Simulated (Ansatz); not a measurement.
Data:

```
CdS
1.0
    0.00000     3.00451     3.00451
    3.00451     0.00000     3.00451
    3.00451     3.00451     0.00000
S Cd
1 1
Cartesian
  4.50676   4.50676   4.50676
  0.00000   0.00000   0.00000
```

No spin polarisation.

Computed with PBE in Ansatz (plane waves to 420 eV, PAW, no spin-orbit coupling), earlier PAW set. k-mesh 10×10×10 (Γ-centred); smearing 0.05 eV (Fermi–Dirac).

### Question
Predict the band gap, electron mass and gap character.

### Answer
The band gap comes out as 0.95 eV and the electron mass comes out as 0.11 mₑ (at Γ). The gap character comes out as direct at Γ.

Load acts through the strain it causes; cell and atoms are relaxed under it. Masses are band curvatures over ±0.01 Å⁻¹ around the edge. Stability against distortions was not tested. The cell was made from CdS in the zinc blende structure (space group F-43m, No. 216) by this change: pressure −2 GPa.

Ansatz is an electronic-structure program.
